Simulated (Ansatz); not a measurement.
A user runs Ansatz (an electronic-structure program) on ZnPb3 (I4/mmm, 4 atoms in the cell) and asks whether the run is sound. The aim is a self-consistent single point with DFT, PBEsol, plane waves, default PAW files made with PBE.

Cell that was meant: a = 6.0714 Å, b = 6.0714 Å, c = 6.0714 Å, α = 134.00°, β = 134.00°, γ = 67.08°.

Part of the input:

Ansatz 0.2 input:
```yaml
  pseudopotentials: { kind: paw }
scf:
  occupations: { method: gaussian, width: 0.02 Ry }
  max_iter: 40
  convergence: { dr2_threshold: 1.0e-22 eV }
output:
  forces: true
  eigenvalues: true
```

Log, with long lists cut:

```
WARN basis.ecutwfc = 420 eV, the default
WARN ansatz: RAYON_NUM_THREADS=1 ignored (pool sized by the plan → 1); use --threads N
   [... lines left out ...]
PAW frozen core: Pb, regenerated for the run's functional, and the local potential with it
Initial density: superposition of atomic densities (neutral atoms: chi_scale 0, normalization atom), corrected by the library's trained network
Initial wavefunctions: pseudopotential atomic-orbital guess
Eigensolver: davidson
Functional: x = pbesol(κ = 0.804, μ = 0.12345679012345678), c = pbesol(β = 0.046)
SCF iter   1: F=—  HF=-38545.118599 eV  |F-HF|=—  |Δ(HF+E_count)|=         —  Δρ=2.74e-3  dr2=6.96e-3  ethr=1.77e-3  ⟨swp⟩=6.9  Hψ=6136  notcnv=0
all-band conjugate gradients solve this SCF's bands
preconditioner: auto → Kerker (q_TF=auto, 2.409 Å⁻¹)
SCF iter   2: F=—  HF=-38545.115366 eV  |F-HF|=—  |Δ(HF+E_count)|=   3.23e-3  Δρ=1.10e-3  dr2=2.55e-3  ethr=1.29e-5  ⟨swp⟩=2.4  Hψ=2418  notcnv=0
   [... lines left out ...]
SCF iter  20: F=—  HF=-38545.114348 eV  |F-HF|=—  |Δ(HF+E_count)|=  7.28e-12  Δρ=8.51e-13  dr2=1.26e-21  ethr=9.19e-19 (applied; sched 1.00e-12)  ⟨swp⟩=1.0  Hψ=1296  notcnv=0  defer=24
SCF iter  21: F=—  HF=-38545.114348 eV  |F-HF|=—  |Δ(HF+E_count)|=  1.46e-11  Δρ=2.44e-13  dr2=5.25e-23  ethr=1.00e-12  ⟨swp⟩=3.6  Hψ=3573  notcnv=0
SCF iter  22: F=-38545.114348 eV  HF=-38545.114348 eV  |F-HF|=1.46e-11  |Δ(HF+E_count)|=  2.18e-11  Δρ=1.22e-13  dr2=1.19e-23  ethr=1.00e-12  ⟨swp⟩=1.0  Hψ=1480  notcnv=0
SCF 1 converged in 22 iterations: F = -38545.114348 eV  dr2 = 1.19e-23
Free energy (F): -38545.114348 eV
Internal energy: -38545.027135 eV  (E = F + TS)
E sigma→0 (E₀):  -38545.070741 eV
Entropy (-TS):   -0.087214 eV (-21.803 meV/atom)
Fermi energy:    9.778968 eV
--- Forces (eV/Å), atoms counted from 1 ---
  atom   1  Zn     0.00000000     0.00000000     0.00000000
   [... zero for the other atoms too ...]
--- Stress (GPa, compression-positive) ---
       -2.309132      -0.000000      -0.000000
       -0.000000      -2.309132      -0.000000
        0.000000      -0.000000      -2.506953
  P = ⅓ Tr σ = -2.3751 GPa (-23.751 kbar)
  The stress holds the Pulay correction. Without it, at fixed plane waves, as pw.x and ABINIT print it: P = -2.3999 GPa
```

Q: Can these results be used? Check the input.

A: The results can be used. The input holds a threshold far tighter than needed, beside a limit on iterations, which can do harm: each further decade of the residual costs iterations, and near the noise of double precision and of the grids the loop may never get there. Here it did none. The run converged in 22 iterations, and against the sound input the free energy is nearly the same (within 1 meV/atom) and the pressure stays at -2.38 GPa. It cost iterations: the sound input took 7.

An input that runs soundly differs in these lines (not the only fix; some lines may just follow from the change or write a value another way):
```diff
-  max_iter: 40
-  convergence: { dr2_threshold: 1.0e-22 eV }
```

With that input, the run converged in 7 iterations: free energy E − TS (on the zero of these files) -38545.1143 eV; Fermi level (on the code's own zero) 9.78 eV; pressure -2.38 GPa (DFT, PBEsol, plane waves, default PAW files made with PBE).

On the sound input: the starting cell comes from a database of computed structures (which also holds hypothetical and non-ambient phases and stackings), without a prior relaxation at this level. Ansatz's pressure includes its estimate of the finite-basis (Pulay) stress.
